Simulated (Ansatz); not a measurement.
Consider AlAs in the zinc blende structure (space group F-43m, No. 216; a = 5.6747 Å).

Method: PBEsol/PAW in Ansatz (a program for electronic structure), no spin-orbit coupling.

Before the change:

The pressure is 0.00 GPa. The smallest direct gap is 1.91 eV and the electron mass comes out as 0.87 mₑ along k, 0.24 mₑ across (at X).

Now apply this change: every lattice vector is shortened by 5.69 %, atoms relaxed at fixed cell.

Problem. How does this affect the pressure?

Solution. The pressure goes from zero to 18.32 GPa.

Problem. What does the calculation give for the smallest direct gap after the change?

Solution. The smallest direct gap rises by 1.427 eV, from 1.91 eV to 3.33 eV.

Problem. What happens to the electron mass?

Solution. The electron mass becomes 0.70 mₑ along k, 0.21 mₑ across (at X) (base: 0.87 mₑ along k, 0.24 mₑ across (at X)).

The cells carry an imposed strain or load. Masses are band curvatures over ±0.01 Å⁻¹ around the edge. Along k means along the line from Γ to the band edge. No phonon test of stability was made.
